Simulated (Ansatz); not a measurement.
Consider SrZrO₃ (space group P4mm, No. 99; a = 4.1112 Å, c = 4.1920 Å; a cell from a computed database, its experimental status unchecked).

It is then changed as follows: full substitution O → Se; the structure is relaxed again.

Levels (all Ansatz, a quantum-chemistry and plane-wave program, PAW): PBEsol (420 eV, no spin-orbit coupling); HSE06 (420 eV, without spin-orbit coupling).

The geometry is relaxed with PBEsol.

| Property | Result |
|---|---|
| PBEsol lowest conduction level above the VBM at special points | Γ 0.11 eV; Z 0.22 eV; X 1.13 eV |

With HSE06 at the same geometry, the lowest conduction level above the VBM at special points changes from Γ 0.11 eV; Z 0.22 eV; X 1.13 eV to Γ 0.80 eV; Z 0.92 eV; X 1.80 eV.

Single points use the geometry relaxed with PBEsol. The hybrid gap comes from the SCF mesh plus the semilocal run's edge points and a few special points and is an upper bound. The levels and masses belong to the bands next to the band gap. Stability against distortions was not tested. As relaxed here, SrZrSe3 is a hypothetical phase, not in the database extracts checked.
